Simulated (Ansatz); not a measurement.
System: cubic perovskite RbMnF3. Method: PBEsol (Ansatz, a first-principles code, plane waves, PAW).

Run with plane-wave cutoff 500 eV, 10×10×10 k mesh, Fermi–Dirac smearing 0.05 eV, spin-polarised start, scalar-relativistic PAW data made under PBE.

Computed at the level's own relaxed cell.

Question: Predict the volume per atom, lattice parameter a and band gap.

Answer: 
- volume per atom = 15.06 Å³/atom
- lattice parameter a = 4.223 Å
- band gap = 1.37 eV (on the SCF k mesh)

Measured, for comparison: equilibrium volume per atom 15.24 Å³/atom (room temperature, not corrected to a static lattice; as tabulated in Dubrovin et al. (2021), arXiv:2110.13026). Computed (rounded) less measured: equilibrium volume per atom -1.2 %. A static lattice is as a rule a little smaller and stiffer than an uncorrected measurement, which narrows the difference in the equilibrium volume per atom and would widen misses of the other sign.

Note: the magnetic order was assumed, not searched for or taken from measurement; the relaxation could not lower the start's symmetry, so the cell can be a saddle point above a distorted one.

Spin–orbit coupling is not included.

Static lattice: no zero-point or thermal effects.
